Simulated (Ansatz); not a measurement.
# Fluorite CoSi2

The numbers are results of PBE-D3(BJ) (PAW; Ansatz, a first-principles code), not measurements.

Run with plane-wave cutoff 520 eV, 18×18×18 k mesh, Fermi–Dirac smearing 0.05 eV, no spin polarisation, scalar-relativistic PAW data made under PBE.

Cell (relaxed at this level):

CoSi$_{2}$ is taken in the cubic space group Fm-3m (No. 225), Pearson symbol cF12. Lattice parameters: a = b = c = 5.3040 Å, α = β = γ = 90.00°. Co on 4a sees 8 Si at 2.297 Å (cubic). Si on 8c has 4 Co at 2.297 Å and 6 Si at 2.652 Å. (Neighbours: up to the widest gap in distance over summed covalent radii, below 1.35, at either atom; cation-cation and far metal-metal contacts left out.)
(The calculation used a cell of 3 atoms; values per cell refer to that cell.)

```json
{
  "bulk_modulus": "194 GPa",
  "band_gap": "none",
  "pressure derivative B′ of the bulk modulus": "4.5"
}
```

Computing time: very roughly 110 core-seconds.
